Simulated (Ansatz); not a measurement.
CoCl2 (R-3m, No. 166) was calculated with r²SCAN+rVV10 in Ansatz (plane waves, PAW).

Rigid layers of the crystal as relaxed at this level are moved apart or together:

```json
[
 {"run": "1", "layer repeat (Å)": "5.7251", "energy against free layers (meV/Å²)": "-13.79", "gap on the mesh (eV)": "1.516"},
 {"run": "2", "layer repeat (Å)": "5.9251", "energy against free layers (meV/Å²)": "-13.20", "gap on the mesh (eV)": "1.522"},
 {"run": "3", "layer repeat (Å)": "6.3251", "energy against free layers (meV/Å²)": "-10.54", "gap on the mesh (eV)": "1.530"},
 {"run": "4", "layer repeat (Å)": "6.9251", "energy against free layers (meV/Å²)": "-6.70", "gap on the mesh (eV)": "1.536"},
 {"run": "5", "layer repeat (Å)": "8.9251", "energy against free layers (meV/Å²)": "-1.80", "gap on the mesh (eV)": "1.539"}
]
```

The lowest energy of these points lies at a layer repeat of 5.73 Å.

Note: the magnetic order was assumed, not searched for or taken from measurement. Note: a magnet's gap depends somewhat on the PAW data.

Ansatz is an electronic-structure program.
